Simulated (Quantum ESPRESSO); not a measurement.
Input and output of a self-consistent single point for Sr3MgO4 (Cmmm, 8 atoms in the cell) (Quantum ESPRESSO).

Method: PBEsol, SSSP 1.1.2 precision (PBE) pseudopotentials (plane waves; Quantum ESPRESSO).

```xyz
8
Lattice="3.1960 -6.5628 0.0000 3.1960 6.5628 0.0000 0.0000 0.0000 3.3435" Properties=species:S:1:pos:R:3 pbc="T T T"
Sr     3.1960    -3.8617     1.6718
Sr     3.1960     3.8617     1.6718
Sr     3.1960     0.0000     0.0000
Mg     0.0000     0.0000     0.0000
O      5.0604     0.0000     1.6718
O      1.3316     0.0000     1.6718
O      1.5980    -3.2814     0.0000
O      1.5980     3.2814     0.0000
```

Reference input (self-consistent single point, DFT, PBEsol, plane waves, GBRV 1.5 ultrasoft (PBESOL) pseudopotentials): ecutwfc = 40 Ry; ecutrho = 200 Ry; occupations = smearing; smearing = gaussian; degauss = 0.000734986 Ry; potentials = {Sr: sr_pbesol_v1.uspp.F.UPF, Mg: mg_pbesol_v1.4.uspp.F.UPF, O: o_pbesol_v1.2.uspp.F.UPF}; K_POINTS = automatic 4 4 7 0 0 0; conv_thr = 1e-09 Ry; mixing_beta = 0.5. This run's input differs from it in these lines:

```diff
@@ -12,4 +12,4 @@
    ntyp = 3,
-   ecutwfc = 40,
-   ecutrho = 200,
+   ecutwfc = 65,
+   ecutrho = 520,
    occupations = 'smearing',
@@ -17,2 +17,3 @@
    degauss = 0.000734986,
+   input_dft = 'pbesol',
 /
@@ -23,5 +24,5 @@
 ATOMIC_SPECIES
-Sr    87.6200  sr_pbesol_v1.uspp.F.UPF
-Mg    24.3050  mg_pbesol_v1.4.uspp.F.UPF
-O     15.9990  o_pbesol_v1.2.uspp.F.UPF
+Sr    87.6200  Sr_pbe_v1.uspp.F.UPF
+Mg    24.3050  mg_pbe_v1.4.uspp.F.UPF
+O     15.9990  O.pbe-n-kjpaw_psl.0.1.UPF
 ATOMIC_POSITIONS angstrom
```

Log, with long lists cut:

```
     Self-consistent Calculation

     iteration #  1     ecut=    65.00 Ry     beta= 0.50

     negative rho (up, down):  1.917E-01 0.000E+00

     total energy              =    -499.32201714 Ry
     estimated scf accuracy    <       2.82405456 Ry

     iteration #  2     ecut=    65.00 Ry     beta= 0.50

     negative rho (up, down):  1.937E-01 0.000E+00

     total energy              =    -500.01745618 Ry
     estimated scf accuracy    <       2.14621024 Ry

     iteration #  3     ecut=    65.00 Ry     beta= 0.50

     negative rho (up, down):  1.950E-01 0.000E+00

     total energy              =    -500.39895541 Ry
     estimated scf accuracy    <       0.06473415 Ry

   [... 8 blocks of this kind left out ...]

     iteration # 12     ecut=    65.00 Ry     beta= 0.50

     negative rho (up, down):  1.971E-01 0.000E+00

     total energy              =    -500.41685945 Ry
     estimated scf accuracy    <          2.4E-09 Ry

     iteration # 13     ecut=    65.00 Ry     beta= 0.50

     negative rho (up, down):  1.971E-01 0.000E+00
     End of self-consistent calculation

     the Fermi energy is     7.2817 ev

!    total energy              =    -500.41685945 Ry
     estimated scf accuracy    <          6.0E-10 Ry
     smearing contrib. (-TS)   =      -0.00000000 Ry
     internal energy E=F+TS    =    -500.41685945 Ry

     convergence has been achieved in  13 iterations

     negative rho (up, down):  1.971E-01 0.000E+00

     Forces acting on atoms (cartesian axes, Ry/au):

     atom    1 type  1   force =     0.00000000   -0.00804725    0.00000000
     atom    2 type  1   force =     0.00000000    0.00804725    0.00000000
     atom    3 type  1   force =     0.00000000    0.00000000    0.00000000
     atom    4 type  2   force =     0.00000000    0.00000000    0.00000000
     atom    5 type  3   force =    -0.00200793    0.00000000    0.00000000
   [... lines left out ...]
     Total force =     0.011729     Total SCF correction =     0.000015
   [... lines left out ...]

     negative rho (up, down):  1.971E-01 0.000E+00
          total   stress  (Ry/bohr**3)                   (kbar)     P=       -8.03
  -0.00006668  -0.00000000   0.00000000           -9.81       -0.00        0.00
   0.00000000  -0.00006117   0.00000000            0.00       -9.00        0.00
   0.00000000   0.00000000  -0.00003586            0.00        0.00       -5.28

   JOB DONE.
```

The run converged in 13 iterations. Against the reference run the pressure goes from -0.64 to -0.80 GPa, the largest force moves little (0.208 to 0.207 eV/Å) and the gap on the mesh goes from 1.137 to 1.127 eV.

The starting cell comes from a database of computed structures (which also holds hypothetical and non-ambient phases and stackings), without a prior relaxation at this level. Its lattice was rescaled by a random factor within 2.5 % of one.

Cost on one core of a shared machine: roughly 6 min.
